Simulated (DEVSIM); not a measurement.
Structure: Al/SiO2/p-Ge capacitor, at 300 K.

```tsv
layer (left to right)	material	thickness (nm)	Na (cm⁻³)
1	SiO2	13.0	-
2	Ge	620	9.1e17
```

Metal gate on the left, work function 4.1 eV. Fixed charge at the semiconductor interface 0 cm⁻² (in units of +e); no interface traps.

The device is made up for the run: typed textbook-type constants, with dimensions and the other settings drawn at random. Values at 300 K.

```
parameter      SiO2       Ge
-------------  ----  -------
gap (eV)          9    0.664
affinity (eV)   0.9        4
permittivity    3.9       16
Nc (cm⁻³)         -  1.04e19
Nv (cm⁻³)         -     6e18
```

Model (solved in DEVSIM): 1D Poisson equation in equilibrium, Boltzmann statistics, complete ionisation; no quantum confinement or tunnelling. Metal contacts follow the ideal Schottky-Mott rule: no Fermi-level pinning, no interface dipoles.

The substrate doping was swept, all else fixed.

```json
[
 {"substrate doping (cm^-3)": "4.6e16", "minimum of the low-frequency capacitance (μF/cm²)": "0.0921", "flat-band voltage (V)": "-0.44"},
 {"substrate doping (cm^-3)": "9.1e16", "minimum of the low-frequency capacitance (μF/cm²)": "0.114", "flat-band voltage (V)": "-0.46"},
 {"substrate doping (cm^-3)": "1.8e17", "minimum of the low-frequency capacitance (μF/cm²)": "0.130", "flat-band voltage (V)": "-0.47"},
 {"substrate doping (cm^-3)": "4.6e17", "minimum of the low-frequency capacitance (μF/cm²)": "0.155", "flat-band voltage (V)": "-0.50"},
 {"substrate doping (cm^-3)": "9.1e17", "minimum of the low-frequency capacitance (μF/cm²)": "___", "flat-band voltage (V)": "-0.52"},
 {"substrate doping (cm^-3)": "1.8e18", "minimum of the low-frequency capacitance (μF/cm²)": "0.192", "flat-band voltage (V)": "-0.53"}
]
```

**Question.** Fill in the missing entries.

**Answer.** 
- 9.1e17, minimum of the low-frequency capacitance (μF/cm²): 0.174
